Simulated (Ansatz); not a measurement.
## SiO2: response to strain

The reference is SiO2 in the rutile structure (space group P4_2/mnm, No. 136; a = 4.195 Å, c = 2.678 Å).

Strains are applied to the cell and any free atomic positions relax.

Computed with Ansatz (a quantum-chemistry and plane-wave program), PBEsol, PAW, cutoff 420 eV, no spin-orbit coupling.

Notes on the quantities. energy relative to the base: free energy F.

```tsv
isotropic strain (%)	energy relative to the base (meV/atom)
-3	65.7
-2.4	41.2
-1.8	22.7
-1.2	?
-0.6	2.4
0	0.0
```

Question: Fit ΔE = Aε² + Bε³ (ε in %) to the rows shown and predict the withheld row.

Answer: Least squares on the printed values gives A = 6.56 and B = -0.25 meV/atom (largest residual 0.0 meV/atom); this predicts 9.9 meV/atom, and the run gives 9.9 meV/atom, in agreement.

Stability against distortions was not tested.
